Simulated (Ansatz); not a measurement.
## Converging the k-point mesh: AlInSb2 (Pmm2, 4 atoms in the cell)

```
CELL_PARAMETERS angstrom
      4.49265     0.00000     0.00000
      0.00000     4.49265     0.00000
      0.00000     0.00000     6.32977
ATOMIC_POSITIONS crystal
  Al 0.00000 0.00000 0.00790
  In 0.50000 0.50000 0.50000
  Sb 0.00000 0.50000 0.23337
  Sb 0.50000 0.00000 0.76663
```

Method: LDA (PW92), default PAW files made with PBE (plane waves; Ansatz, an electronic-structure program).

Base settings: basis.ecutwfc = 420 eV; kpoints.mp_grid.grid = 6 6 4; hamiltonian.xc = lda; hamiltonian.pseudopotentials = {kind: paw} (the program's default PAW files); scf.occupations.method = fermi_dirac; scf.occupations.width = 0.01 eV.

The second cell is the first with its lattice scaled by 0.98.

Only quantities that move along the ladder and can be compared are tabulated.

The count of work is k-points × plane waves × bands × iterations; it is no time. Core times come from one kind of shared machine, to one figure; runs under 30 s give none.

The starting cell comes from a database of computed structures (which also holds hypothetical and non-ambient phases and stackings), without a prior relaxation at this level. Its lattice was rescaled by up to half a per cent. One atom was moved a little off its site on purpose. Ansatz's pressure includes its estimate of the finite-basis (Pulay) stress.

| kpoints.mp_grid.grid | free energy less the last step's (meV/atom) | energy of the compressed cell less the first (meV/atom) | pressure (GPa) | largest difference of a force vector from the last step's (eV/Å) | count of work / last | core time / last (rough) |
|---|---|---|---|---|---|---|
| 1 1 1 | 3017.22 | 121.22 | 9.36 | 2.577 | 0.0065 | – |
| 2 2 1 | 386.76 | 9.10 | -0.79 | 0.530 | 0.0082 | – |
| 2 2 2 | 378.52 | 10.51 | -0.65 | 0.333 | 0.016 | – |
| 3 3 2 | 76.62 | -0.53 | -1.52 | 0.121 | 0.016 | – |
| 3 3 3 | 85.65 | -0.21 | -1.49 | 0.090 | 0.016 | – |
| 4 4 3 | 24.39 | -2.04 | -1.63 | 0.035 | 0.037 | – |
| 5 5 4 | 8.98 | -2.29 | -1.64 | 0.009 | 0.056 | – |
| 6 6 4 | 3.94 | -2.35 | -1.65 | 0.002 | 0.099 | – |
| 6 6 5 | 3.67 | -2.29 | -1.64 | 0.002 | 0.099 | – |
| 7 7 5 | 1.73 | -2.27 | -1.64 | 0.000 | 0.099 | – |
| 8 8 6 | 0.84 | -2.21 | -1.63 | 0.001 | 0.21 | 0.2 |
| 9 9 6 | 0.45 | -2.18 | -1.63 | 0.000 | 0.21 | 0.2 |
| 10 10 7 | 0.23 | -2.14 | -1.63 | 0.000 | 0.30 | 0.3 |
| 11 11 8 | 0.13 | -2.12 | -1.62 | 0.000 | 0.37 | 0.4 |
| 12 12 8 | 0.07 | -2.11 | -1.62 | 0.000 | 0.50 | 0.5 |
| 13 13 9 | 0.04 | -2.10 | -1.62 | 0.000 | 0.50 | 0.5 |
| 14 14 10 | 0.02 | -2.10 | -1.62 | 0.000 | 0.79 | 0.8 |
| 16 16 11 | 0.00 | -2.09 | -1.62 | 0.000 | 1.0 | 1 |

Coarsest kpoints.mp_grid.grid that holds the pressure within 0.2 GPa of the last step, with all finer ones: 3 3 2, at 0.016 of the last step's count of work; the step before is off by 0.97 GPa.

Coarsest kpoints.mp_grid.grid that holds the free energy within 2 meV/atom of the last step, with all finer ones: 7 7 5, at 0.099 of the last step's count of work; the step before is off by 3.7 meV/atom.

Coarsest kpoints.mp_grid.grid that holds the forces within 0.01 eV/Å of the last step, with all finer ones: 5 5 4, at 0.056 of the last step's count of work; the step before is off by 0.035 eV/Å.

The energy difference between the two cells stays within 1 meV/atom of the last step's from 4 4 3 on, the total only from 8 8 6 on: much of the error is common to both cells and cancels.

Two neighbours can agree and both be off: 6 6 4 and 6 6 5 differ by 0.27 meV/atom in the free energy, yet lie about 3.7 meV/atom from the last step.

Keys are those of Ansatz 0.2.
